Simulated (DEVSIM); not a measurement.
Structure: Au/HfO2/p-Si capacitor, at 400 K.

Layer 1 from the left is HfO2, thickness (nm) 10.0. Layer 2 from the left is Si, thickness (nm) 740, Na (cm⁻³) 6.1e17.

Metal gate on the left, work function 5.1 eV. Fixed charge at the semiconductor interface -2.6e10 cm⁻² (in units of +e); no interface traps.

The device is made up for the run: typed textbook-type constants, with dimensions and the other settings drawn at random. Values at 300 K; Nc and Nv go as T^1.5, mobilities as T to minus their exponent, the gap by Varshni's rule with the affinity fixed.

HfO2: gap (eV) 5.7, affinity (eV) 2.5, permittivity 22. Si: gap (eV) 1.124, affinity (eV) 4.05, permittivity 11.7, Nc (cm⁻³) 2.86e19, Nv (cm⁻³) 3.1e19, Varshni α (eV/K) 0.000473, Varshni β (K) 636.

Problem. Estimate by hand the flat-band voltage, the threshold voltage, and compare with a numerical solution.

Solution. 
- Flat-band voltage: C = 1.95 μF/cm², work-function difference 0.104 V; VFB = φms − qNf/C = 0.11 V; numerical 0.11 V.
- Threshold voltage: φF = 0.399 V, depletion charge √(4εqNφF) = 4.02e-7 C/cm²; VT = VFB + 2φF + Qd/C = 1.11 V; numerical 1.11 V.

Simulated with DEVSIM: 1D Poisson equation in equilibrium, Boltzmann statistics, complete ionisation; no quantum confinement or tunnelling. Metal contacts follow the ideal Schottky-Mott rule: no Fermi-level pinning, no interface dipoles.
